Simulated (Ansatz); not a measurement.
Start from HfO2 in the fluorite structure (space group Fm-3m, No. 225).

HfO$_{2}$ is modelled in the cubic space group Fm-3m (No. 225), the fluorite structure, Pearson symbol cF12. Cell: a = b = c = 5.0585 Å, α = β = γ = 90.00°. Hf on 4a is surrounded by 8 O at 2.190 Å (cubic). O on 8c sees 4 Hf at 2.190 Å (tetrahedral). (Neighbours: up to the widest gap in distance over summed covalent radii, below 1.35, at either atom; cation-cation and far metal-metal contacts left out.)
(The calculation used a cell of 3 atoms; values per cell refer to that cell.)

Calculations: Ansatz (a quantum-chemistry and plane-wave program), r2SCAN, PAW, cutoff 500 eV, no spin-orbit coupling.

Base values:

The gap between the host's bands comes out as 4.30 eV.

Modification: electron doping at 1.5×10^21 cm⁻³ (0.0485 per cell), with a uniform compensating background at fixed cell and a 300 K Fermi–Dirac width.

**Question.** Predict the new Fermi level from band edge.

**Answer.** The Fermi level relative to the doped band's edge (positive inside the band; to 0.05 eV) amounts to +0.20 eV.

**Question.** What does the calculation give for the gap between the host's bands after the change?

**Answer.** The gap between the host's bands stays 4.30 eV.

Carriers are added with a uniform compensating background; total energy and stress of such cells depend on the potential's zero and are not compared; many-body gap narrowing is missing at this level. With Hf present, leaving out spin-orbit coupling can change the band edges. No phonon test of stability was made. This is not the structure that HfO2 has at room temperature and ambient pressure.
